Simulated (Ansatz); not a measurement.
Worked example: self-consistent single point of NaH (Fm-3m, 2 atoms in the cell) in Ansatz (a program for electronic structure).

Method of the run: PBE, harder PAW files (source: ansatz) (plane waves; Ansatz).

```xyz
2
Lattice="0.0000 2.4278 2.4278 2.4278 0.0000 2.4278 2.4278 2.4278 0.0000" Properties=species:S:1:pos:R:3 pbc="T T T"
Na     0.0000     0.0000     0.0000
H      2.4278     2.4278     2.4278
```

Reference input (self-consistent single point, DFT, PBE, plane waves, default PAW files): basis.ecutwfc = 420 eV; kpoints.mp_grid.grid = 9 9 9; hamiltonian.xc = pbe; hamiltonian.pseudopotentials = {kind: paw} (the program's default PAW files); scf.occupations.method = fermi_dirac; scf.occupations.width = 0.01 eV. This run's input differs from it in these lines:

Ansatz 0.2 input:
```diff
@@ -10,3 +10,3 @@
 basis:
-  ecutwfc: 420.0 eV
+  ecutwfc: 800.0 eV
 kpoints:
@@ -15,3 +15,3 @@
   xc: pbe
-  pseudopotentials: { kind: paw }
+  pseudopotentials: { kind: paw, source: ansatz }
 scf:
```

Output (repeated stretches shortened):

```
SCF iter   1: F=—  HF=-1502.995615 eV  |F-HF|=—  |Δ(HF+E_count)|=         —  Δρ=5.33e-2  dr2=9.04e-1  ethr=3.10e-3  ⟨swp⟩=4.4  Hψ=1862  notcnv=0
all-band conjugate gradients solve this SCF's bands
preconditioner: auto → none
SCF iter   2: F=—  HF=-1502.705149 eV  |F-HF|=—  |Δ(HF+E_count)|=   2.90e-1  Δρ=1.20e-2  dr2=5.51e-2  ethr=3.10e-3  ⟨swp⟩=2.0  Hψ=745  notcnv=0
SCF iter   3: F=—  HF=-1502.696963 eV  |F-HF|=—  |Δ(HF+E_count)|=   8.19e-3  Δρ=2.86e-3  dr2=1.13e-3  ethr=5.51e-4  ⟨swp⟩=2.1  Hψ=492  notcnv=0
SCF iter   4: F=—  HF=-1502.698370 eV  |F-HF|=—  |Δ(HF+E_count)|=   1.41e-3  Δρ=9.46e-4  dr2=1.21e-4  ethr=1.13e-5  ⟨swp⟩=2.2  Hψ=498  notcnv=0
SCF iter   5: F=—  HF=-1502.698557 eV  |F-HF|=—  |Δ(HF+E_count)|=   1.88e-4  Δρ=3.22e-5  dr2=2.27e-7  ethr=1.21e-6  ⟨swp⟩=2.0  Hψ=490  notcnv=0
SCF iter   6: F=—  HF=-1502.698559 eV  |F-HF|=—  |Δ(HF+E_count)|=   1.33e-6  Δρ=9.44e-6  dr2=1.11e-8  ethr=1.00e-9  ⟨swp⟩=5.0  Hψ=1410  notcnv=0
SCF iter   7: F=-1502.698559 eV  HF=-1502.698559 eV  |F-HF|=5.91e-12  |Δ(HF+E_count)|=  4.67e-10  Δρ=5.85e-7  dr2=3.10e-11  ethr=1.11e-10  ⟨swp⟩=2.0  Hψ=981  notcnv=0
SCF 1 converged in 7 iterations: F = -1502.698559 eV  dr2 = 3.10e-11
Free energy (F): -1502.698559 eV
Internal energy: -1502.698559 eV  (E = F + TS)
E sigma→0 (E₀):  -1502.698559 eV
Fermi energy:    2.479672 eV
--- Forces (eV/Å), atoms counted from 1 ---
  atom   1  Na    -0.00000000     0.00000000     0.00000000
  atom   2  H      0.00000000    -0.00000000    -0.00000000
--- Stress (GPa, compression-positive) ---
       -0.310872       0.000000       0.000000
        0.000000      -0.310872       0.000000
       -0.000000      -0.000000      -0.310872
  P = ⅓ Tr σ = -0.3109 GPa (-3.109 kbar)
  The stress holds the Pulay correction. Without it, at fixed plane waves, as pw.x and ABINIT print it: P = -0.3188 GPa
```

The run converged in 7 iterations. Against the reference run the pressure hardly changes (-0.33 to -0.31 GPa) and the gap on the mesh moves little (4.039 to 4.040 eV).

The starting cell has typed, rounded lattice constants, without a prior relaxation at this level. Its lattice was rescaled by up to half a per cent. Ansatz's pressure includes its estimate of the finite-basis (Pulay) stress.
